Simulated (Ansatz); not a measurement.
Amorphous Si₂₄O₄₉Zn, 74 atoms at 2.27 g/cm³, one PBE-relaxed geometry, zone centre. Methods: PBE, scalar-relativistic without spin-orbit coupling (Ansatz, a program for electronic structure); r2SCAN, scalar-relativistic without spin-orbit coupling (Ansatz); HSE06, scalar-relativistic without spin-orbit coupling (Ansatz). Plane waves to 420 eV (r2SCAN 500 eV); exact exchange is cut at the cell's faces. At PBE the levels at the filled edge of the gap are localised (band-tail or defect states), and the nearest spread-out levels lie 5.0 eV apart at the zone centre. All rungs ran without spin polarisation.

It comes from a melt-quench run on a machine-learned potential (CHGNet), relaxed afterwards by DFT. O atoms were pushed apart under 1.9 Å during the dynamics, to hinder bonds among them. The hot cell started wider than the set density and was brought back towards it in steps. It is the lowest in DFT energy of 2 quenches. It is a model cell: composition and starting density were chosen by hand, and all elements were melted together. No dispersion term was used. Its density started from a set value of 2.27 and ended at 2.27 g/cm³. The simulated quench (nominally 320 K/ps over its main leg) is rapid and tends to freeze in more defects than a deposited or slowly cooled glass has. One small periodic cell is one sample of the glass; other quenches scatter about these values. The volume was held where the preparation left it and the shape relaxed, at a PBE pressure of -0.4 GPa (tension).

The relaxation ran on the zone centre alone. At PBE the level gap is 4.63 eV on a 2×2×2 Γ-centred mesh, and the spacing at the zone centre alone 4.63 eV.

**Question.** What zone-centre spacing does r2SCAN give, roughly?

**Answer.** 5.23 eV (+0.59 eV against PBE).

**Question.** What zone-centre spacing does HSE06 give, roughly?

**Answer.** 6.42 eV (+1.78 eV against PBE).

The highest filled and the lowest empty state spread over these numbers of atoms (participation numbers): PBE: 2.7 and 23.5; r2SCAN: 2.6 and 19.1; HSE06: 2.6 and 27.2.
